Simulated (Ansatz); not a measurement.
Consider MgS in the rock salt structure (space group Fm-3m, No. 225; a = 5.2051 Å). Axes: x, y, z lie along the cube axes.

The values are results of r2SCAN (Ansatz, a program for electronic structure, PAW, no spin-orbit coupling), earlier PAW set, not measurements.

A first run, uniaxial strain ε_zz = +1.04 %, gives secant values C11 ≈ 140 GPa and C12 ≈ 43 GPa from its stress. A second run applies isotropic strain +2.22 %.

Problem. What does linear elasticity predict for the bulk modulus −ΔP/(ΔV/V₀) in the second run, and what does the run give?

Solution. Linear elasticity: (C11 + 2 C12)/3 = 75 GPa. The run gives 68 GPa; any difference comes from nonlinear terms at these strains and numerical noise.

Whether these cells are dynamically stable was not tested.
